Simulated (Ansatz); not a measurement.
This Ansatz (a quantum-chemistry and plane-wave program) input is the reference run, a 20-atom supercell of Sb in the A7 type structure (space group R-3m, No. 166) at its relaxed geometry, computed with PBEsol-D3(BJ) in Ansatz (plane waves to 420 eV, PAW, scalar-relativistic without spin-orbit coupling):…

Ansatz 0.2 input:
```yaml
crystal:
  lattice:
    - [6.4027033786, 1.2322008397, 3.572576488]
    - [-2.1342344595, 6.1610041986, 7.145152976]
    - [0, -4.9288033589, 7.145152976]
  atoms:
    - { symbol: Sb, position: [0.0477808427, 0.143342528, 0.1911233706] }
    - { symbol: Sb, position: [0.0477808427, 0.143342528, 0.6911233706] }
    - { symbol: Sb, position: [0.4477808427, 0.343342528, 0.2911233706] }
    - { symbol: Sb, position: [0.4477808427, 0.343342528, 0.7911233706] }
    - { symbol: Sb, position: [0.2477808427, 0.743342528, 0.4911233706] }
    - { symbol: Sb, position: [0.2477808427, 0.743342528, 0.9911233706] }
    - { symbol: Sb, position: [0.8477808427, 0.543342528, 0.3911233706] }
    - { symbol: Sb, position: [0.8477808427, 0.543342528, 0.8911233706] }
    - { symbol: Sb, position: [0.6477808427, 0.943342528, 0.5911233706] }
    - { symbol: Sb, position: [0.6477808427, 0.943342528, 0.0911233706] }
    - { symbol: Sb, position: [0.1522191573, 0.456657472, 0.6088766294] }
    - { symbol: Sb, position: [0.1522191573, 0.456657472, 0.1088766294] }
    - { symbol: Sb, position: [0.5522191573, 0.656657472, 0.7088766294] }
    - { symbol: Sb, position: [0.5522191573, 0.656657472, 0.2088766294] }
    - { symbol: Sb, position: [0.3522191573, 0.056657472, 0.9088766294] }
    - { symbol: Sb, position: [0.3522191573, 0.056657472, 0.4088766294] }
    - { symbol: Sb, position: [0.9522191573, 0.856657472, 0.8088766294] }
    - { symbol: Sb, position: [0.9522191573, 0.856657472, 0.3088766294] }
    - { symbol: Sb, position: [0.7522191573, 0.256657472, 0.0088766294] }
    - { symbol: Sb, position: [0.7522191573, 0.256657472, 0.5088766294] }
basis: { ecutwfc: 420, ecutrho_ratio: 4, xc_grid: 2, fft_grid_basis: typed }
kpoints: { mp_grid: { grid: [5, 4, 4] } }
hamiltonian:
  xc: pbesol
  dispersion: d3bj
  pseudopotentials: { kind: paw }
scf: { occupations: { method: fermi_dirac, width: 0.05 }, convergence: { dr2_threshold: 0.000000002 } }
output: { forces: true, stress: true }
checkpoint: { write: state.ck, write_every: 1000 }
```

### Question
Write the input for this change: a neutral Sb interstitial (started 2.39 Å from the nearest host atom), atoms relaxed at fixed cell, starting from a slightly rattled geometry.

### Answer
Ansatz 0.2 input:
```yaml
crystal:
  lattice:
    - [6.4027033786, 1.2322008397, 3.572576488]
    - [-2.1342344595, 6.1610041986, 7.145152976]
    - [0, -4.9288033589, 7.145152976]
  atoms:
    - { symbol: Sb, position: [0.0487090853, 0.1428840366, 0.1970491737] }
    - { symbol: Sb, position: [0.043280132, 0.1422034025, 0.6934173422] }
    - { symbol: Sb, position: [0.4500990663, 0.3421529455, 0.2889047298] }
    - { symbol: Sb, position: [0.4455881443, 0.3444471195, 0.7898662507] }
    - { symbol: Sb, position: [0.2527352211, 0.7439044659, 0.4929357329] }
    - { symbol: Sb, position: [0.252438363, 0.7397156522, 0.9941600014] }
    - { symbol: Sb, position: [0.8534048734, 0.542131034, 0.3889637271] }
    - { symbol: Sb, position: [0.847392654, 0.5408737196, 0.8934387386] }
    - { symbol: Sb, position: [0.6471745344, 0.9399082234, 0.5935145998] }
    - { symbol: Sb, position: [0.6480492051, 0.9432214908, 0.0931322892] }
    - { symbol: Sb, position: [0.1539401607, 0.4541160248, 0.6117264655] }
    - { symbol: Sb, position: [0.1536230434, 0.4582834172, 0.1069265596] }
    - { symbol: Sb, position: [0.5570067625, 0.653825778, 0.7083738419] }
    - { symbol: Sb, position: [0.5538909596, 0.6523222416, 0.2111125619] }
    - { symbol: Sb, position: [0.3587883083, 0.0562453297, 0.9097454862] }
    - { symbol: Sb, position: [0.3512203129, 0.0598060292, 0.4098089075] }
    - { symbol: Sb, position: [0.9461358146, 0.8530353409, 0.8154419601] }
    - { symbol: Sb, position: [0.956115426, 0.8561455596, 0.3084679221] }
    - { symbol: Sb, position: [0.7551819341, 0.2565883446, 0.0094361334] }
    - { symbol: Sb, position: [0.7557769053, 0.2585117164, 0.5076705559] }
    - { symbol: Sb, position: [0.1677518814, 0.5853067864, 0.3341709637] }
basis: { ecutwfc: 420, ecutrho_ratio: 4, xc_grid: 2, fft_grid_basis: typed }
kpoints: { mp_grid: { grid: [5, 4, 4] } }
hamiltonian:
  xc: pbesol
  dispersion: d3bj
  pseudopotentials: { kind: paw }
scf: { occupations: { method: fermi_dirac, width: 0.05 }, convergence: { dr2_threshold: 0.0000000021 } }
relax: { f_tol: 0.02, max_steps: 45 }
output: { forces: true, stress: true }
checkpoint: { write: state.ck, write_every: 1000 }
```
This is the input that was run; other choices of cell and start would serve too.

In so small a cell the defect repeats every few ångströms: this is an ordered compound, not a dilute defect. The defect cell is not spin-polarised.
